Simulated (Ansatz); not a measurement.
Converging the k-point mesh at a smearing width of 0.05 eV: Zr2Al3Zn (R3m, 6 atoms in the cell)

```
Zr2Al3Zn
1.0
    2.63996     1.52418     4.22622
   -2.63996     1.52418     4.22622
    0.00000    -3.04836     4.22622
Zr Al Zn
2 3 1
Direct
  0.62846   0.62846   0.62846
  0.37549   0.37549   0.37549
  0.00000   0.50000   0.00000
  0.00000   0.00000   0.50000
  0.50000   0.00000   0.00000
  0.00000   0.00000   0.00000
```

Method: LDA (PW92), default PAW files made with PBE (plane waves; Ansatz, an electronic-structure program).

Base settings: basis.ecutwfc = 420 eV; kpoints.mp_grid.grid = 8 8 8; hamiltonian.xc = lda; hamiltonian.pseudopotentials = {kind: paw} (the program's default PAW files); scf.occupations.method = gaussian; scf.occupations.width = 0.1 eV.

In this ladder: scf.occupations.width = 0.05 eV.

The second cell is the first with its lattice scaled by 0.98.

Only quantities that move along the ladder and can be compared are tabulated.

The count of work is k-points × plane waves × bands × iterations; it is no time. 

The starting cell comes from a database of computed structures (which also holds hypothetical and non-ambient phases and stackings), without a prior relaxation at this level. Its lattice was rescaled by up to half a per cent. One atom was moved a little off its site on purpose. In the base run, with a pressure of about -3 GPa the cell is away from its equilibrium volume at this level. Ansatz's pressure includes its estimate of the finite-basis (Pulay) stress.

Steps (kpoints.mp_grid.grid): 3 3 3; 4 4 4; 5 5 5; 6 6 6; 7 7 7; 9 9 9; 10 10 10; 12 12 12; 15 15 15; 18 18 18.

### Question
What is the coarsest kpoints.mp_grid.grid that holds the pressure within 0.2 GPa of the last step, with all finer ones?

### Answer
4 4 4, at 0.022 of the last step's count of work; the step before is off by 0.25 GPa.

### Question
What is the coarsest kpoints.mp_grid.grid that holds the free energy within 0.5 meV/atom of the last step, with all finer ones?

### Answer
7 7 7, at 0.066 of the last step's count of work; the step before is off by 1.4 meV/atom.

### Question
What is the coarsest kpoints.mp_grid.grid that holds the energy of the compressed cell less the first within 0.5 meV/atom of the last step, with all finer ones?

### Answer
5 5 5, at 0.033 of the last step's count of work; the step before is off by 1.2 meV/atom.

```csv
kpoints.mp_grid.grid,free energy less the last step's (meV/atom),energy of the compressed cell less the first (meV/atom),pressure (GPa),largest difference of a force vector from the last step's (eV/Å),count of work / last
3 3 3,2.67,0.49,-3.61,0.031,0.010
4 4 4,2.11,0.81,-3.53,0.097,0.022
5 5 5,1.27,2.12,-3.36,0.044,0.033
6 6 6,1.38,1.98,-3.37,0.010,0.055
7 7 7,-0.06,2.37,-3.32,0.019,0.066
9 9 9,-0.43,2.08,-3.37,0.000,0.15
10 10 10,0.11,2.01,-3.37,0.012,0.20
12 12 12,0.07,2.04,-3.37,0.001,0.33
15 15 15,-0.02,2.08,-3.36,0.005,0.59
18 18 18,0.00,2.06,-3.37,0.000,1.0
```

The energy difference between the two cells stays within 1 meV/atom of the last step's from 5 5 5 on, the total only from 7 7 7 on: much of the error is common to both cells and cancels.

Keys are those of Ansatz 0.2.
